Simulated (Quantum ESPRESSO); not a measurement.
# Equation of state of zinc-blende CdS (space group 216): energy against volume (Quantum ESPRESSO, PBEsol)

```
CELL_PARAMETERS angstrom
      0.00000     2.82551     2.82551
      2.82551     0.00000     2.82551
      2.82551     2.82551     0.00000
ATOMIC_POSITIONS crystal
  Cd 0.00000 0.00000 0.00000
  S  0.75000 0.75000 0.75000
```

Method: PBEsol, GBRV 1.5 ultrasoft (PBESOL) pseudopotentials (plane waves; Quantum ESPRESSO). Settings: ecutwfc = 52 Ry; ecutrho = 260 Ry; occupations = smearing; smearing = fermi-dirac; degauss = 0.000734986 Ry; potentials = {Cd: cd_pbesol_v1.uspp.F.UPF, S: s_pbesol_v1.4.uspp.F.UPF}; K_POINTS = automatic 10 10 10 0 0 0; conv_thr = 1e-10 Ry. The cell above is the first row's. The rows scale it uniformly. In all rows fractional positions and the k mesh are held. E is the free energy at the stated smearing, counted from the lowest row.

| V (Å^3/atom) | E (meV/atom) |
|---|---|
| 22.557 | ? |
| 23.048 | 27.94 |
| 23.538 | 14.00 |
| 24.029 | 5.03 |
| 24.519 | 0.52 |
| 25.009 | 0.00 |
| 25.500 | 2.97 |
| 25.990 | 9.21 |
| 26.480 | 18.26 |

### Question
Fit E against V with the third-order Birch-Murnaghan form, a cubic in V^(-2/3), and predict the withheld value at V = 22.557.

### Answer
With u = V^(-2/3) - 0.118, the rows have u = 0.005475, 0.003755, 0.002091, 0.000485, -0.001067, -0.002573, -0.004029, -0.005439. Least squares gives E = -0.053 + 799.8·u + 776803·u² + 1981903·u³. Residuals (row less fit): 0.004, -0.008, -0.004, 0.002, 0.024, -0.028, 0.005, 0.002; standard error 0.019 (degrees of freedom: 4). Its minimum lies at u = -0.000516, so V0 = (0.117484)^(-3/2) = 24.83. There d²E/du² = 1547000 and d³E/du³ = 1.189e7, so B0 = (4/9) × 24.83^(-7/3) × 1547000 × 0.160218 = 61.2 GPa (the last factor turns the table's units into GPa), and B0' = 4 + (2/3) × 0.117484 × (1.189e7)/1547000 = 4.6. The program's pressures in the fitted runs (not shown) pass through zero at V = 24.61, 0.91 % from this V0. At the withheld row, u = 0.007260, so E = -0.053 + 799.8 × 0.007260 + 776803 × 0.007260² + 1981903 × 0.007260³ = 47.455 meV/atom. The calculation gives 47.40 meV/atom, 0.055 meV/atom below the prediction (0.1 % of the range of E in the table). The row lies outside the fitted rows, so this is an extrapolation. From the scatter of the fitted rows alone, a prediction at this place has a standard error of 0.058 meV/atom, so the miss is 1.0 times that.

Carrying the step between the two nearest rows on in a straight line would have given 41.91, off by 5.49; series whose last step already gives the withheld value aren't shown. The scan was laid around a cell of about the measured size, scaled by a guess for this functional. This is a metastable polymorph. The runs keep the symmetry of the cell, so they don't test it for distortions. Cutoffs and mesh are single choices, not tested for convergence of this quantity. Series with a scatter that would blur these digits, or in which a gap closes, are not shown. Nor are scans whose minimum lies at an end fitted in this form.
